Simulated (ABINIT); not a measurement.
**ABINIT run on RbTcO4 (I4_1/a, 12 atoms in the cell): self-consistent single point**

Method: LDA (PW92), PAW (JTH v2.0 LDA PAW) (plane waves; ABINIT).

This input was run:

```
# RbTcO4, JTH v2.0 LDA PAW
pp_dirpath "./"
pseudos "Rb.LDA_PW-JTH.xml, Tc.LDA_PW-JTH.xml, O.LDA_PW-JTH.xml"
acell 3*1.0
rprim
        -5.4721460795    5.4721460795   12.5189253496
         5.4721460795   -5.4721460795   12.5189253496
         5.4721460795    5.4721460795  -12.5189253496
natom 12
ntypat 3
znucl 37 43 8
typat 1 1 2 2 3 3 3 3 3 3 3 3
xcart
         0.0000000000    5.4721460795    6.2594626748
         0.0000000000    0.0000000000    0.0000000000
         0.0000000000    0.0000000000   12.5189253496
         5.4721460795   -0.0000000000    6.2594626748
         2.3728319830    1.1837346399   14.3679706237
         4.2884114396    2.3728319830    8.1085079489
         3.0993140965    4.2884114396    1.8490452741
         6.6558807194   -2.3728319830    8.1085079489
         3.0993140965   -1.1837346399    4.4104174007
         6.6558807194    3.0993140965   -1.8490452741
         7.8449780625    1.1837346399    4.4104174007
        -1.1837346399    2.3728319830   10.6698800755
ecut 24
pawecutdg 48
pawovlp -1
pawxcdev 0
ixc 7
occopt 7
tsmear 0.05 eV
nband 60
kptopt 1
ngkpt 3 3 3
nshiftk 1
shiftk 0 0 0
nstep 80
tolvrs 1.0e-12
prtwf 0
prtden 0
prtvol 1
enunit 1
```

Log, with long lists cut:

```
 Symmetries : space group I4_1/a (# 88); Bravais tI (body-center tetrag.)

 -outvars: echo values of preprocessed input variables --------
            acell      1.0000000000E+00  1.0000000000E+00  1.0000000000E+00 Bohr
             ecut      2.40000000E+01 Hartree
           enunit           1
              ixc           7
         kptrlatt        3    0    0      0    3    0      0    0    3
          kptrlen      3.28328765E+01
            natom          12
            nband          60
            ngfft          72      72      72
          ngfftdg          96      96      96
             nkpt           6
            nstep          80
             nsym           8
           ntypat           3
           occopt           7
        pawecutdg      4.80000000E+01 Hartree
          pawovlp     -1.0000000000E+00
         pawxcdev           0
            rprim     -5.4721460795E+00  5.4721460795E+00  1.2518925350E+01
                       5.4721460795E+00 -5.4721460795E+00  1.2518925350E+01
                       5.4721460795E+00  5.4721460795E+00 -1.2518925350E+01
          spgroup          88
           tolvrs      1.00000000E-12
           tsmear      1.83746627E-03 Hartree
            typat      1  1  2  2  3  3  3  3  3  3  3  3
           useylm           1
             xred      7.5000000000E-01  2.5000000000E-01  5.0000000000E-01
                       0.0000000000E+00  0.0000000000E+00  0.0000000000E+00
                       5.0000000000E-01  5.0000000000E-01  0.0000000000E+00
                       2.5000000000E-01  7.5000000000E-01  5.0000000000E-01
                       6.8201000000E-01  7.9066000000E-01  3.2497000000E-01
                       5.4066000000E-01  7.1569000000E-01  6.0865000000E-01
                       4.6569000000E-01  3.5704000000E-01  6.7503000000E-01
                       1.0704000000E-01  9.3201000000E-01  3.9135000000E-01
                       6.7990000003E-02  4.5934000000E-01  1.7503000000E-01
                       2.0934000000E-01  5.3431000000E-01  8.9135000000E-01
                       2.8431000000E-01  8.9296000000E-01  8.2497000000E-01
                       6.4296000000E-01  3.1799000000E-01  1.0865000000E-01
            znucl       37.00000   43.00000    8.00000

== DATASET  1 ==================================================================

 Exchange-correlation functional for the present dataset will be:
  LDA: Perdew-Wang 92 LSD fit to Ceperley-Alder data - ixc=7
 Citation for XC functional:
  J.P.Perdew and Y.Wang, PRB 45, 13244 (1992)

 Real(R)+Recip(G) space primitive vectors, cartesian coordinates (Bohr,Bohr^-1):
 R(1)= -5.4721461  5.4721461 12.5189253  G(1)=  0.0000000  0.0913718  0.0399395
 R(2)=  5.4721461 -5.4721461 12.5189253  G(2)=  0.0913718  0.0000000  0.0399395
 R(3)=  5.4721461  5.4721461-12.5189253  G(3)=  0.0913718  0.0913718  0.0000000
 Unit cell volume ucvol=  1.4994860E+03 bohr^3
 Angles (23,13,12)=  1.36345941E+02  1.36345941E+02  6.34459553E+01 degrees

 Coarse grid specifications (used for wave-functions):

 getcut: wavevector=  0.0000  0.0000  0.0000  ngfft=  72  72  72
         ecut(hartree)=     24.000   => boxcut(ratio)=   2.21831

 Fine grid specifications (used for densities):

 getcut: wavevector=  0.0000  0.0000  0.0000  ngfft=  96  96  96
         ecut(hartree)=     48.000   => boxcut(ratio)=   2.09160

   1.64616822E+04                                ecore*ucvol(ha*bohr**3)

_setup2: Arith. and geom. avg. npw (full set) are    8421.296    8421.294

--- !BeginCycle
solver: {iscf: 17, nstep: 80, nline: 4, wfoptalg: 10, }
tolerances: {tolvrs: 1.00E-12, }
...

     iter   Etot(hartree)      deltaE(h)  residm     nres2
 ETOT  1  -342.35640900652    -3.424E+02 9.059E-02 7.494E+02
 ETOT  2  -342.97108367118    -6.147E-01 9.643E-03 1.498E+03
 ETOT  3  -341.75127557997     1.220E+00 2.469E-02 1.813E+01
 ETOT  4  -341.77859068164    -2.732E-02 4.736E-03 5.487E+00
 ETOT  5  -341.77644624250     2.144E-03 1.371E-03 5.001E-01
 ETOT  6  -341.77583752214     6.087E-04 1.062E-03 5.642E-02
   [... 9 lines left out ...]
 ETOT 16  -341.77581342019     0.000E+00 1.050E-05 4.113E-10
 ETOT 17  -341.77581342019    -6.935E-12 6.683E-06 6.404E-11
 ETOT 18  -341.77581342019     5.116E-13 7.576E-06 1.032E-11
 ETOT 19  -341.77581342019     1.933E-12 4.861E-06 2.416E-12
 ETOT 20  -341.77581342019    -2.274E-13 5.564E-06 3.548E-13

 At SCF step   20       nres2   =  3.55E-13 < tolvrs=  1.00E-12 =>converged.

 Cartesian components of stress tensor (hartree/bohr^3)
  sigma(1 1)=  6.38203933E-05  sigma(3 2)=  0.00000000E+00
  sigma(2 2)=  6.38203933E-05  sigma(3 1)=  0.00000000E+00
  sigma(3 3)=  7.37781609E-05  sigma(2 1)=  0.00000000E+00

 ----iterations are completed or convergence reached----

 reduced coordinates (array xred) for   12 atoms
       0.750000000000      0.250000000000      0.500000000000
       0.000000000000      0.000000000000      0.000000000000
       0.500000000000      0.500000000000      0.000000000000
       0.250000000000      0.750000000000      0.500000000000
       0.682009999997      0.790659999999      0.324969999999
       0.540659999999      0.715690000000      0.608650000002
       0.465690000000      0.357039999998      0.675030000001
       0.107039999998      0.932009999997      0.391349999998
       0.067990000003      0.459340000001      0.175030000001
       0.209340000001      0.534310000000      0.891349999998
       0.284310000000      0.892960000002      0.824969999999
       0.642960000002      0.317990000003      0.108650000002
 cartesian forces (eV/Angstrom) at end:
    1      0.00000000000000     0.00000000000000    -0.00000000000000
    2     -0.00000000000000     0.00000000000000    -0.00000000000000
    3     -0.00000000000000     0.00000000000000    -0.00000000000000
    4     -0.00000000000000     0.00000000000000    -0.00000000000000
    5      0.01946878915266     0.03111284200408     0.02780073615383
    6     -0.03111284200408     0.01946878915266     0.02780073615383
    7     -0.01946878915266    -0.03111284200408     0.02780073615383
    8      0.03111284200408    -0.01946878915266     0.02780073615383
    9     -0.01946878915266    -0.03111284200408    -0.02780073615383
   10      0.03111284200408    -0.01946878915266    -0.02780073615383
   11      0.01946878915266     0.03111284200408    -0.02780073615383
   12     -0.03111284200408     0.01946878915266    -0.02780073615383
 frms,max,avg= 2.1704703E-02 3.1112842E-02   0.000E+00  0.000E+00  0.000E+00 e/A
 length scales=  1.000000000000  1.000000000000  1.000000000000 bohr
              =  0.529177208590  0.529177208590  0.529177208590 angstroms
 Fermi (or HOMO) energy (eV) =   1.37353   Average Vxc (eV)=  -9.20797
 Eigenvalues (   eV  ) for nkpt=   6  k points:
 kpt#   1, nband= 60, wtk=  0.03704, kpt=  0.0000  0.0000  0.0000 (reduced coord)
 -68.07974  -68.07965  -40.39273  -40.39273  -40.39213  -40.39213  -40.37774  -40.37493
 -23.87140  -23.84452  -16.93125  -16.66611  -16.50395  -16.43323  -16.43323  -16.40127
 -16.36142  -16.36142   -8.19731   -8.10610   -8.10610   -8.01263   -8.01263   -7.95806
  -5.00801   -4.86293   -4.86293   -4.85852   -4.84086   -4.66062   -4.63559   -4.54985
  -4.54985   -4.43553   -2.89623   -2.77983   -2.03456   -1.96011   -1.96011   -1.68084
  -1.56593   -1.56593   -1.44750   -1.20336   -1.20336   -1.01868   -0.92229   -0.92229
   2.64639    2.77334    3.08270    3.12140    4.87851    4.93398    4.93398    4.99138
   5.06056    5.06056    5.35886    7.93601
 prteigrs : prtvol=0 or 1, do not print more k-points.

--- !EnergyTerms
comment             : Components of total free energy in Hartree
kinetic             :  1.16087383653434E+02
hartree             :  1.25118405212725E+02
xc                  : -5.05449467819459E+01
Ewald energy        : -1.93351201012185E+02
psp_core            :  1.09782168902048E+01
local_psp           : -3.80587557346445E+02
spherical_terms     :  3.05238860258612E+01
internal            : -3.41775813358350E+02
'-kT*entropy'       : -6.25404381960099E-18
total_energy        : -3.41775813358350E+02
total_energy_eV     : -9.30019285135777E+03
...

-Cartesian components of stress tensor (GPa)         [Pressure= -1.9753E+00 GPa]
- sigma(1 1)=  1.87766048E+00  sigma(3 2)=  0.00000000E+00
- sigma(2 2)=  1.87766048E+00  sigma(3 1)=  0.00000000E+00
- sigma(3 3)=  2.17062807E+00  sigma(2 1)=  0.00000000E+00

 Calculation completed.
```

The run converged in 20 iterations.

The starting cell comes from a database of computed structures (which also holds hypothetical and non-ambient phases and stackings), without a prior relaxation at this level.

Cost on one core of a shared machine: roughly 10 min.
